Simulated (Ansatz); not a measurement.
Take CdS in the zinc blende structure (space group F-43m, No. 216; a = 5.824 Å) as the base. Axes: x, y, z lie along the cube axes.

Computed with Ansatz (a first-principles code), PBEsol, PAW, cutoff 420 eV, spin-orbit coupling left out.

Before the change:

```
Quantity                            Result
---------------------  -------------------
Valence-band top at Γ  0.00, 0.00, 0.00 eV
```

It is then changed as follows: the cell is compressed by 0.50 % along z with no lateral relaxation; the atoms relax in the strained cell.

Problem. Estimate the effect on the stress, valence-band top at Γ and energy relative to the base.

Solution. The stress (xx, yy, zz, yz, xz, xy; compression positive) amounts to (0.28, 0.28, 0.38, 0.00, 0.00, 0.00) GPa; the valence-band top at Γ (three highest levels, from the VBM) becomes 0.00, -0.02, -0.02 eV (base: 0.00, 0.00, 0.00 eV); the energy hardly moves.

The levels and masses belong to the bands next to the band gap. Stability against distortions was not tested.
